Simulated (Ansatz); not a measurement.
A self-consistent single point of MgTi₂ (P1, 6 atoms in the cell) with Ansatz (an electronic-structure program).

Computed with LDA (PW92), PAW files made with PBE (plane waves; Ansatz).

The change in words: atoms moved at random. Reference geometry:
```
MgTi2
1.0
    5.14389     0.00000     0.00000
   -2.57194     4.45474     0.00000
    0.00000     0.00000     4.89179
Mg Ti
2 4
Cartesian
  2.57195   1.48491   0.00000
  0.00000   2.96983   0.00000
 -0.81307   1.40828   2.44590
  1.62614   0.00000   2.44590
  1.75888   3.04646   2.44590
  0.00000   0.00000   0.00000
```

Reference input (self-consistent single point, DFT, LDA (PW92), plane waves, PAW files made with PBE): basis.ecutwfc = 420 eV; kpoints.mp_grid.grid = 6 6 6; hamiltonian.xc = lda; hamiltonian.pseudopotentials = {kind: paw} (the program's default PAW files); scf.occupations.method = gaussian; scf.occupations.width = 0.05 eV. This run's input differs from it in these lines:

Ansatz 0.2 input:
```diff
@@ -6,8 +6,8 @@
   atoms:
-    - { symbol: Mg, position: [0.666667, 0.333333, 0.000000] }
-    - { symbol: Mg, position: [0.333333, 0.666667, 0.000000] }
-    - { symbol: Ti, position: [0.000000, 0.316130, 0.500000] }
-    - { symbol: Ti, position: [0.316130, 0.000000, 0.500000] }
-    - { symbol: Ti, position: [0.683870, 0.683870, 0.500000] }
-    - { symbol: Ti, position: [0.000000, 0.000000, 0.000000] }
+    - { symbol: Mg, position: [0.666474, 0.339871, -0.002157] }
+    - { symbol: Mg, position: [0.330056, 0.664256, -0.004847] }
+    - { symbol: Ti, position: [0.006352, 0.310061, 0.489838] }
+    - { symbol: Ti, position: [0.315421, 0.010862, 0.515266] }
+    - { symbol: Ti, position: [0.682087, 0.682642, 0.495066] }
+    - { symbol: Ti, position: [-0.000389, -0.007691, 0.006833] }
 basis:
```

Log, with long lists cut:

```
SCF iter   1: F=—  HF=-13603.959793 eV  |F-HF|=—  |Δ(HF+E_count)|=         —  Δρ=4.58e-2  dr2=3.48e0  ethr=3.10e-3  ⟨swp⟩=5.3  Hψ=15834  notcnv=0
all-band conjugate gradients solve this SCF's bands
preconditioner: auto → Kerker (q_TF=auto, 2.510 Å⁻¹)
SCF iter   2: F=—  HF=-13603.178646 eV  |F-HF|=—  |Δ(HF+E_count)|=   7.81e-1  Δρ=2.31e-2  dr2=1.21e0  ethr=3.10e-3  ⟨swp⟩=2.1  Hψ=6943  notcnv=0  defer=152
   [... lines left out ...]
SCF iter   6: F=—  HF=-13602.796458 eV  |F-HF|=—  |Δ(HF+E_count)|=   9.13e-5  Δρ=1.38e-4  dr2=1.90e-5  ethr=7.00e-7  ⟨swp⟩=2.0  Hψ=8078  notcnv=0  defer=140
SCF iter   7: F=—  HF=-13602.796454 eV  |F-HF|=—  |Δ(HF+E_count)|=   3.22e-6  Δρ=3.95e-5  dr2=1.23e-6  ethr=2.79e-8  ⟨swp⟩=2.0  Hψ=8291  notcnv=0  defer=140
SCF iter   8: F=—  HF=-13602.796454 eV  |F-HF|=—  |Δ(HF+E_count)|=   5.84e-7  Δρ=1.01e-5  dr2=1.19e-7  ethr=1.81e-9  ⟨swp⟩=2.0  Hψ=8236  notcnv=0  defer=140
SCF iter   9: F=-13602.796454 eV  HF=-13602.796454 eV  |F-HF|=2.69e-9  |Δ(HF+E_count)|=   2.23e-8  Δρ=2.29e-6  dr2=6.62e-9  ethr=1.47e-10  ⟨swp⟩=10.4  Hψ=18542  notcnv=0
SCF 1 converged in 9 iterations: F = -13602.796454 eV  dr2 = 6.62e-9
Free energy (F): -13602.796454 eV
Internal energy: -13602.778098 eV  (E = F + TS)
E sigma→0 (E₀):  -13602.787276 eV
Entropy (-TS):   -0.018356 eV (-3.059 meV/atom)
Fermi energy:    10.043437 eV
--- Forces (eV/Å), atoms counted from 1 ---
  atom   1  Mg     0.12176125    -0.23863647     0.07332609
  atom   2  Mg     0.07540275     0.03992995     0.08361553
  atom   3  Ti    -0.17222753    -0.04931309     0.27206578
  atom   4  Ti    -0.02871812    -0.18996925    -0.41999487
  atom   5  Ti     0.13695880     0.18988404     0.11468843
  atom   6  Ti    -0.13317581     0.24810489    -0.12370123
--- Stress (GPa, compression-positive) ---
       -5.666246      -0.342609       0.293256
       -0.342609      -5.521438      -0.008070
        0.293256      -0.008070      -5.691651
  P = ⅓ Tr σ = -5.6264 GPa (-56.264 kbar)
  The stress holds the Pulay correction. Without it, at fixed plane waves, as pw.x and ABINIT print it: P = -5.6417 GPa
```

The run converged in 9 iterations. Against the reference run the free energy goes up by 6.6 meV/atom, the pressure goes from -5.96 to -5.63 GPa and the largest force goes from 0.183 to 0.462 eV/Å.

The starting cell comes from a database of computed structures (which also holds hypothetical and non-ambient phases and stackings), without a prior relaxation at this level. For this run, on top of that: atoms moved at random. Spin polarisation is off. With a pressure of about -6 GPa the cell is away from its equilibrium volume at this level. Ansatz's pressure includes its estimate of the finite-basis (Pulay) stress.
